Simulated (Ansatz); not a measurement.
The reference is SiO₂ (space group P3_221, No. 154; a = 5.022 Å, c = 5.510 Å). Axes: x lies along a and z along c of the hexagonal cell.

Level of theory: Ansatz (an electronic-structure program) PBE, spin-orbit coupling left out.

The change: uniaxial strain ε_xx = +0.75 %, all other strain components held at zero; the atoms relax in the strained cell.

### Question
Predict the stress tensor and what it implies for the stiffness.

### Answer
Stress of the strained cell less that of the base (GPa, compression positive):
```
  -0.62    0.00    0.00
   0.00    0.02    0.13
   0.00    0.13   -0.06
```

Then −Δσ_ii/ε with ε = 0.0075 gives relaxed-ion elastic constants: C11 ≈ 82 GPa.

No phonon test of stability was made.
